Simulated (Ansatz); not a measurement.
System: Sc2C (model structure, started from the Cu2Sb type, P4/nmm, No. 129, 6 atoms in the cell). Method: PBEsol (PAW; Ansatz, a quantum-chemistry and plane-wave program).

Numerical settings: plane-wave cutoff 520 eV, 12×12×8 k mesh (along the axes of the cell as run), Fermi–Dirac smearing 0.05 eV, scalar-relativistic PAW data made under PBE.

Cell (relaxed at this level):

Space group P4/nmm, origin choice 1 (No. 129); a = b = 3.632 Å, c = 6.458 Å, α = β = γ = 90.00°

| atom | site | symmetry | x | y | z |
|---|---|---|---|---|---|
| Sc | 2a | -4m2 | 0.0000 | 0.0000 | 0.0000 |
| Sc | 2c | 4mm | 0.5000 | 0.0000 | 0.3761 |
| C | 2c | 4mm | 0.0000 | 0.5000 | 0.2684 |

Task: Predict the bulk modulus B0.

Result: 
- bulk modulus B0: 114 GPa

The run finds no gap.

Note: the bulk modulus is −V dP/dV from two relaxed cells at ±2 % in volume; the relaxation could raise the start's symmetry but not lower it, so the cell can be a saddle point.

The computed numbers hold no vibrational or temperature effects.

A model structure was made by putting elements into a prototype or built by hand; it is no filed structure, need not be a known phase, and can be a saddle point held by its symmetry.
